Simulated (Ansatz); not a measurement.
Data:

```xyz
2
Lattice="0.0000 2.9394 2.9394 2.9394 0.0000 2.9394 2.9394 2.9394 0.0000" Properties=species:S:1:pos:R:3 pbc="T T T"
In     0.0000     0.0000     0.0000
P      1.4697     1.4697     1.4697
```

All values below come from HSE06 with spin-orbit coupling, rigid bands (plane waves, PAW; Ansatz, a program for electronic structure). How the cell was made: cell and atoms relaxed with PBEsol.

**Question.** Predict the electron conductivity mass (n e² τ/σ) at 300 K, by direction if it differs.

**Answer.** 0.095 mₑ.

**Question.** Predict the hole conductivity mass (n e² τ/σ) at 300 K, by direction if it differs.

**Answer.** 0.54 mₑ.

**Question.** And the band gap?

**Answer.** 1.41 eV at this level.

Rigid bands, one relaxation time for all states, no polarons. Geometry: cell and atoms relaxed with PBEsol.
